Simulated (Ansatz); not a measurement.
Start from CaC$_{2}$ (space group C2/m, No. 12; a = 7.0682 Å, b = 3.7770 Å, c = 7.3473 Å, α = γ = 90.00°, β = 106.88°; a cell from a computed database, its experimental status unchecked).

The values are results of DFT with PBEsol, PAW potentials and a 420 eV plane-wave cutoff in Ansatz (a program for electronic structure), no spin-orbit coupling, not measurements.

For the base:

| Quantity | Value |
|---|---|
| Pressure | 0.00 GPa |

Modification: an isotropic linear strain of +2.83 %, atoms relaxed at fixed cell.

Q: Estimate the effect on the pressure, largest internal atomic displacement, mean gap deformation potential ΔEg/Δln V and energy relative to the base.

A: The pressure (mean of the normal stresses, compression positive) goes from zero to -4.18 GPa; the largest internal atomic displacement is 0.050 Å; the mean gap deformation potential ΔEg/Δln V comes out as +2.8 eV; the energy increases by 19 meV/atom.

Gaps are read on the SCF mesh and a high-symmetry path. Stability against distortions was not tested.
